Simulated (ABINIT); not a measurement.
A band-structure calculation of KCdF₃ (Pm-3m, 5 atoms in the cell) with ABINIT.

Computed with PBEsol, PAW (JTH v2.0 PBE PAW, files made for PBE) (plane waves; ABINIT).

Input:

```
# KCdF3, JTH v2.0 PBE PAW
pp_dirpath "./"
pseudos "K.GGA_PBE-JTH.xml, Cd.GGA_PBE-JTH.xml, F.GGA_PBE-JTH.xml"
acell 3*1.0 Angstrom
rprim
         4.3820900000    0.0000000000    0.0000000000
         0.0000000000    4.3820900000    0.0000000000
         0.0000000000    0.0000000000    4.3820900000
natom 5
ntypat 3
znucl 19 48 9
typat 1 2 3 3 3
xcart
         0.0000000000    0.0000000000    0.0000000000
         2.1910450000    2.1910450000    2.1910450000
         0.0000000000    2.1910450000    2.1910450000
         2.1910450000    0.0000000000    2.1910450000
         2.1910450000    2.1910450000    0.0000000000
      Angstrom
ecut 24
pawecutdg 48
ixc -116133
occopt 3
tsmear 0.05 eV
nband 28
kptopt 1
ngkpt 6 6 6
nshiftk 1
shiftk 0 0 0
nstep 60
toldfe1 1.0e-09
ndtset 2
prtden1 1
getden2 1
iscf2 -2
kptopt2 -5
ndivsm2 4
kptbounds2
       0.00000000  0.00000000  0.00000000  # G
       0.00000000  0.50000000  0.00000000  # X
       0.50000000  0.50000000  0.00000000  # M
       0.00000000  0.00000000  0.00000000  # G
       0.50000000  0.50000000  0.50000000  # R
       0.00000000  0.50000000  0.00000000  # X
nband2 32
nbdbuf2 2
tolwfr2 1.0e-12
prtwf 0
enunit 2
```

The program printed (abridged):

```
--- !BeginCycle
solver: {iscf: 17, nstep: 60, nline: 4, wfoptalg: 10, }
tolerances: {toldfe: 1.00E-09, }
...

     iter   Etot(hartree)      deltaE(h)  residm     nres2
 ETOT  1  -148.93212576829    -1.489E+02 2.706E-01 3.371E+01
 ETOT  2  -149.18541055108    -2.533E-01 4.668E-02 1.884E+01
 ETOT  3  -149.16482379004     2.059E-02 3.890E-02 3.118E+00
 ETOT  4  -149.16297039785     1.853E-03 5.671E-02 1.146E+00
 ETOT  5  -149.16300294090    -3.254E-05 2.402E-02 3.366E-02
   [... 8 lines left out ...]
 ETOT 14  -149.16344188967    -4.911E-09 1.421E-02 2.867E-08
 ETOT 15  -149.16344189121    -1.547E-09 4.844E-03 5.232E-09
 ETOT 16  -149.16344189179    -5.780E-10 1.152E-02 1.336E-10
 ETOT 17  -149.16344189201    -2.210E-10 3.697E-03 1.436E-09
 At SCF step   17, etot is converged :
  for the second time, diff in etot=  2.210E-10 < toldfe=  1.000E-09

 Cartesian components of stress tensor (hartree/bohr^3)
  sigma(1 1)=  4.54798298E-06  sigma(3 2)=  0.00000000E+00
  sigma(2 2)=  4.54798298E-06  sigma(3 1)=  0.00000000E+00
  sigma(3 3)=  4.54798298E-06  sigma(2 1)=  0.00000000E+00

   [... lines left out ...]
 Fermi (or HOMO) energy (hartree) =   0.08413   Average Vxc (hartree)=  -0.32980
 Fermi (or HOMO) energy (eV) =   2.28930   Average Vxc (eV)=  -8.97438
total_energy        : -1.49163427763473E+02
-Cartesian components of stress tensor (GPa)         [Pressure= -1.3381E-01 GPa]
 Unit cell volume ucvol=  5.6785896E+02 bohr^3
   [... lines left out ...]
  4.21E-13  8.50E-13  5.23E-13  6.69E-13  4.45E-13  7.84E-13  4.95E-13  8.44E-13
  3.71E-13  3.50E-13  3.79E-13  7.85E-13  1.86E-13  2.18E-13  8.62E-13  9.88E-13
  1.18E-13  4.99E-13  5.18E-13  2.63E-13  8.64E-13  6.00E-13  5.75E-13  8.94E-13
   [... 7 lines left out ...]

 scprqt:  WARNING -
  nstep=   60 was not enough non-SCF iterations to converge;
  maximum residual=  1.717E-05 exceeds tolwfr=  1.000E-12

 ----iterations are completed or convergence reached----

 reduced coordinates (array xred) for    5 atoms
       0.000000000000      0.000000000000      0.000000000000
       0.500000000000      0.500000000000      0.500000000000
       0.000000000000      0.500000000000      0.500000000000
       0.500000000000      0.000000000000      0.500000000000
       0.500000000000      0.500000000000      0.000000000000

 Calculation completed.
```

The run ended unconverged in one of its stages. 

The starting cell comes from a database of computed structures (which also holds hypothetical and non-ambient phases and stackings), without a prior relaxation at this level. The potentials were made for another functional than the one used.

These are the values that this program gave, and no reference: the one-centre exchange-correlation terms come from a truncated expansion.
